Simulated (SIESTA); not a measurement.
Worked example: self-consistent single point of Mg14AlNi (P-6m2, 16 atoms in the cell) in SIESTA.

Level of theory: GGA BLYP, numerical atomic orbitals DZP, PseudoDojo PBE standard norm-conserving potentials (rewritten from UPF to PSML) in SIESTA.

```yaml
crystal:
  lattice:
    - [6.23421, 0.00000, 0.00000]
    - [-3.11711, 5.39898, 0.00000]
    - [0.00000, 0.00000, 9.96115]
  atoms:
    - { symbol: Mg, position: [0.00056, 0.50028, 0.00000] }
    - { symbol: Mg, position: [0.49972, 0.99944, 0.00000] }
    - { symbol: Mg, position: [0.49972, 0.50028, 0.00000] }
    - { symbol: Mg, position: [0.99498, 0.49749, 0.50000] }
    - { symbol: Mg, position: [0.50251, 0.00502, 0.50000] }
    - { symbol: Mg, position: [0.50251, 0.49749, 0.50000] }
    - { symbol: Mg, position: [0.15989, 0.84011, 0.25913] }
    - { symbol: Mg, position: [0.68022, 0.84011, 0.74087] }
    - { symbol: Mg, position: [0.15989, 0.31978, 0.25913] }
    - { symbol: Mg, position: [0.15989, 0.84011, 0.74087] }
    - { symbol: Mg, position: [0.68022, 0.84011, 0.25913] }
    - { symbol: Mg, position: [0.15989, 0.31978, 0.74087] }
    - { symbol: Mg, position: [0.66667, 0.33333, 0.24800] }
    - { symbol: Mg, position: [0.66667, 0.33333, 0.75200] }
    - { symbol: Al, position: [0.00000, 0.00000, 0.00000] }
    - { symbol: Ni, position: [0.00000, 0.00000, 0.50000] }
```

Reference input (self-consistent single point, DFT, LDA PW92, numerical atomic orbitals DZP, PseudoDojo LDA standard norm-conserving potentials (rewritten from UPF to PSML)): XC.functional = LDA; XC.authors = PW92; potentials = PseudoDojo LDA standard; PAO.BasisSize = DZP; PAO.EnergyShift = 0.01 Ry; MeshCutoff = 350 Ry; kgrid.MonkhorstPack = 5 5 3; OccupationFunction = FD; ElectronicTemperature = 0.05 eV; MaxSCFIterations = 150; SCF.Mixer.Method = Pulay; SCF.Mixer.Weight = 0.1. This run's input differs from it in these lines:

```diff
@@ -1,2 +1,2 @@
-# files in the folder: Mg.psml Al.psml Ni.psml (PseudoDojo LDA standard)
+# files in the folder: Mg.psml Al.psml Ni.psml (PseudoDojo PBE standard)
 SystemName  Mg14AlNi
@@ -37,4 +37,4 @@
 
-XC.functional                LDA
-XC.authors                   PW92
+XC.functional                GGA
+XC.authors                   BLYP
 PAO.BasisSize                DZP
```

The program printed (abridged):

```
        iscf     Eharris(eV)        E_KS(eV)     FreeEng(eV)     dDmax    Ef(eV) dHmax(eV)
   scf:    1   -27116.663421   -27193.682250   -27193.742084  0.880778 -2.123207 37.145545
   scf:    2   -27153.663078   -27205.915985   -27205.955612  0.520402 -2.347871 24.150472
   scf:    3   -27221.491994   -27215.210821   -27215.251407  0.351631 -2.349226 11.095468
   scf:    4   -27213.456432   -27217.439304   -27217.483688  0.291767 -2.296258  7.710860
   scf:    5   -27218.217598   -27218.017052   -27218.063871  0.318316 -2.336234  5.763429
   [... 12 lines left out ...]
   scf:   18   -27218.708106   -27218.708107   -27218.750825  0.000067 -2.424570  0.001469
   scf:   19   -27218.708118   -27218.708112   -27218.750825  0.000365 -2.424684  0.000528
   scf:   20   -27218.708117   -27218.708115   -27218.750825  0.000060 -2.424770  0.001077
   scf:   21   -27218.708113   -27218.708114   -27218.750826  0.000016 -2.424767  0.000080
SCF Convergence by DM+H criterion
max |DM_out - DM_in|         :     0.0000157791
max |H_out - H_in|      (eV) :     0.0000804271
SCF cycle converged after 21 iterations

Using DM_out to compute the final energy and forces

siesta: E_KS(eV) =           -27218.7081

siesta: E_KS - E_eggbox =    -27218.7081

siesta: Atomic forces (eV/Ang):
     1    0.083604    0.048302    0.000000
     2   -0.000029   -0.096554    0.000000
     3   -0.083725    0.048339    0.000000
     4    0.090853    0.052780    0.000000
     5   -0.000282   -0.105072   -0.000000
     6   -0.090917    0.052492    0.000000
     7    0.226731   -0.130903   -0.005983
     8   -0.226858   -0.130765    0.005943
     9   -0.000183    0.261848   -0.005944
    10    0.226731   -0.130903    0.005983
    11   -0.226858   -0.130765   -0.005943
   [... lines left out ...]
siesta: FreeEng =    -27218.750826
   [... lines left out ...]
siesta:    -0.013356   -0.000524   -0.000000
siesta:    -0.000524   -0.013960   -0.000000
siesta:    -0.000000   -0.000000   -0.025768

siesta: Cell volume =        335.276372 Ang**3

siesta: Pressure (static):
siesta:                Solid            Molecule  Units
siesta:           0.00019272          0.00022091  Ry/Bohr**3
siesta:           0.01769471          0.02028345  eV/Ang**3
siesta:          28.35005863         32.49767087  kBar
```

The run converged in 21 iterations. Against the reference run the pressure goes from -0.39 to 2.83 GPa and the largest force goes from 0.231 to 0.262 eV/Å. The full log also holds: “xc_check: WARNING: Pseudopotential generated with GGA PBE functional”.

The starting cell comes from a database of computed structures (which also holds hypothetical and non-ambient phases and stackings), without a prior relaxation at this level. Spin polarisation is off. Values carry the incompleteness of an atom-centred basis.

Cost on one core of a shared machine: roughly 2 min.
